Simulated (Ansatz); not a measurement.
The starting structures come from a database of crystals and need not be the phases stable at ambient conditions.

Evanescent states of SiOs (P2_13, not sure to be the ambient phase, 8 atoms a cell, 13.5 Å³ an atom) along the normal of (001)

These are r2SCAN (plane waves, PAW; Ansatz, an electronic-structure program) values and carry that method's errors.

The gap is the functional's own, uncorrected, and κ follows it; spin-orbit coupling is left out. Mid-gap values are interpolated between the computed energies.

Energies count from the valence-band top; κ is the least over a 6×6 mesh across the current.

```csv
E (eV),κ (1/Å),where
0.03,0.026,Γ
0.07,0.090,Γ
0.12,0.121,Γ
0.17,0.142,Γ
0.23,0.159,Γ
0.28,0.173,Γ
0.33,0.185,Γ
0.38,0.196,Γ
0.42,0.205,off Γ
0.47,0.197,Γ
0.53,0.162,Γ
0.57,0.119,Γ
0.62,0.048,Γ
```

Question: How thick must the barrier be to attenuate the transmission by 10^6 when the electrodes' Fermi level lies at 0.07 eV, and what attenuation does that film give at 0.33 eV?

Answer: d = 6 ln 10 / (2 × 0.090) = 76.8 Å. At 0.33 eV it gives 6 × 0.185/0.090 = 12.3 decades.
